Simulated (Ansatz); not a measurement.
Input and output of a self-consistent single point for Cu3Pd (Pm-3m, 4 atoms in the cell) (Ansatz, an electronic-structure program).

Method: PBEsol, PAW files made with PBE (plane waves; Ansatz).

The change in words: lattice scaled by 0.98. Reference geometry:
```xyz
4
Lattice="3.6859 0.0000 0.0000 0.0000 3.6859 0.0000 0.0000 0.0000 3.6859" Properties=species:S:1:pos:R:3 pbc="T T T"
Cu     0.0000     1.8429     1.8429
Cu     1.8429     0.0000     1.8429
Cu     1.8429     1.8429     0.0000
Pd     0.0000     0.0000     0.0000
```

Reference input (self-consistent single point, DFT, PBEsol, plane waves, PAW files made with PBE): kpoints.mp_grid.grid = 9 9 9; hamiltonian.xc = pbesol; hamiltonian.pseudopotentials = {kind: paw} (the program's default PAW files); scf.occupations.method = fermi_dirac; scf.occupations.width = 0.05 eV. This run's input differs from it in these lines:

```diff
@@ -3,9 +3,9 @@
   lattice:
-    - [3.685883, 0.000000, 0.000000]
-    - [0.000000, 3.685883, 0.000000]
-    - [0.000000, 0.000000, 3.685883]
+    - [3.612165, 0.000000, 0.000000]
+    - [0.000000, 3.612165, 0.000000]
+    - [0.000000, 0.000000, 3.612165]
   atoms:
-    - { symbol: Cu, position_ang: [0.000000, 1.842942, 1.842942] }
-    - { symbol: Cu, position_ang: [1.842942, 0.000000, 1.842942] }
-    - { symbol: Cu, position_ang: [1.842942, 1.842942, 0.000000] }
+    - { symbol: Cu, position_ang: [0.000000, 1.806083, 1.806083] }
+    - { symbol: Cu, position_ang: [1.806083, 0.000000, 1.806083] }
+    - { symbol: Cu, position_ang: [1.806083, 1.806083, 0.000000] }
     - { symbol: Pd, position_ang: [0.000000, 0.000000, 0.000000] }
```

Output, abridged:

```
SCF iter   1: F=—  HF=-26679.951939 eV  |F-HF|=—  |Δ(HF+E_count)|=         —  Δρ=2.57e-1  dr2=4.11e1  ethr=3.10e-3  ⟨swp⟩=5.1  Hψ=4993  notcnv=0  defer=8
all-band conjugate gradients solve this SCF's bands
preconditioner: auto → Kerker (q_TF=auto, 2.948 Å⁻¹)
SCF iter   2: F=—  HF=-26675.040162 eV  |F-HF|=—  |Δ(HF+E_count)|=    4.91e0  Δρ=1.20e-1  dr2=1.11e1  ethr=3.10e-3  ⟨swp⟩=2.1  Hψ=3271  notcnv=0  defer=60
   [... lines left out ...]
SCF iter   8: F=—  HF=-26673.389224 eV  |F-HF|=—  |Δ(HF+E_count)|=   7.26e-5  Δρ=2.06e-4  dr2=1.82e-5  ethr=3.51e-7  ⟨swp⟩=2.0  Hψ=2248  notcnv=0  defer=63
SCF iter   9: F=—  HF=-26673.389223 eV  |F-HF|=—  |Δ(HF+E_count)|=   5.45e-7  Δρ=7.13e-5  dr2=2.36e-6  ethr=2.42e-8  ⟨swp⟩=2.1  Hψ=2212  notcnv=0  defer=63
SCF iter  10: F=—  HF=-26673.389262 eV  |F-HF|=—  |Δ(HF+E_count)|=   3.94e-5  Δρ=1.93e-5  dr2=2.17e-7  ethr=3.14e-9  ⟨swp⟩=2.1  Hψ=2694  notcnv=0  defer=63
SCF iter  11: F=-26673.389262 eV  HF=-26673.389262 eV  |F-HF|=2.84e-9  |Δ(HF+E_count)|=   3.65e-8  Δρ=3.50e-6  dr2=5.23e-9  ethr=1.33e-10  ⟨swp⟩=8.7  Hψ=5669  notcnv=0
SCF 1 converged in 11 iterations: F = -26673.389262 eV  dr2 = 5.23e-9
Free energy (F): -26673.389262 eV
Internal energy: -26673.377880 eV  (E = F + TS)
E sigma→0 (E₀):  -26673.383571 eV
Entropy (-TS):   -0.011382 eV (-2.846 meV/atom)
Fermi energy:    18.467645 eV
--- Forces (eV/Å), atoms counted from 1 ---
  atom   1  Cu     0.00000000     0.00000000     0.00000000
   [... zero for the other atoms too ...]
--- Stress (GPa, compression-positive) ---
        6.799756      -0.000000       0.000000
        0.000000       6.799756       0.000000
        0.000000       0.000000       6.799756
  P = ⅓ Tr σ = 6.7998 GPa (67.998 kbar)
  The stress holds the Pulay correction. Without it, at fixed plane waves, as pw.x and ABINIT print it: P = 6.6935 GPa
```

The run converged in 11 iterations. Against the reference run the free energy goes up by 4.4 meV/atom and the pressure goes from -4.23 to 6.80 GPa.

The starting cell comes from a database of computed structures (which also holds hypothetical and non-ambient phases and stackings), without a prior relaxation at this level. Its lattice was rescaled by a random factor within 2.5 % of one. For this run, on top of that: lattice scaled by 0.98. Spin polarisation is off. With a pressure of about 7 GPa the cell is away from its equilibrium volume at this level. Ansatz's pressure includes its estimate of the finite-basis (Pulay) stress.

Keys are those of Ansatz 0.2.
